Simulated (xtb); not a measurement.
xtb 6.7.1, GFN1-xTB: Al(Cl)(OH)(OtBu) (CC(C)(C)[O][Al]([OH])[Cl]), 18 atoms. The geometry is a generated start, not checked to be a minimum at this level.

```
Property                   Value
-----------------  -------------
run flags                 --grad
method                  GFN1-xTB
--acc                1 (default)
--etemp (K)        300 (default)
basis functions               64
valence electrons             48
```

```xyz
18

Al    -0.2297     2.3949     0.5583
Cl     0.1530     3.9258    -0.7260
O     -0.7361     2.6790     2.1004
H     -0.9932     3.1943     2.8494
O      0.0060     0.8857    -0.0319
C      0.0995    -0.4932    -0.2681
C     -0.0500    -1.2456     1.0544
C     -1.0157    -0.8847    -1.2393
C      1.4713    -0.7737    -0.8905
H      0.0630    -2.3164     0.9046
H     -1.0287    -1.0443     1.4816
H      0.7074    -0.9015     1.7552
H     -1.9844    -0.6746    -0.7914
H     -0.9590    -1.9411    -1.4840
H     -0.9230    -0.3010    -2.1505
H      2.2562    -0.4437    -0.2123
H      1.5696    -0.2234    -1.8232
H      1.5937    -1.8365    -1.0868
```

One run each on 1 thread. Values of broydamp tried: 0.02, 0.05, 0.1, 0.2, 0.4 (default), 0.6, 0.8, 1.

How does the count of SCC iterations change with broydamp, and where is it least?

Fewest SCC iterations, within one of each other: 0.4 (default) with 10, 0.6 with 11, 0.8 with 11, 1 with 11. The count rises to 19 at 0.02. All converge to one solution.

```json
[
 {"broydamp": "0.02", "SCC iterations": "19", "end": "same solution"},
 {"broydamp": "0.05", "SCC iterations": "18", "end": "same solution"},
 {"broydamp": "0.1", "SCC iterations": "15", "end": "same solution"},
 {"broydamp": "0.2", "SCC iterations": "12", "end": "same solution"},
 {"broydamp": "0.4 (default)", "SCC iterations": "10", "end": "same solution"},
 {"broydamp": "0.6", "SCC iterations": "11", "end": "same solution"},
 {"broydamp": "0.8", "SCC iterations": "11", "end": "same solution"},
 {"broydamp": "1", "SCC iterations": "11", "end": "same solution"}
]
```
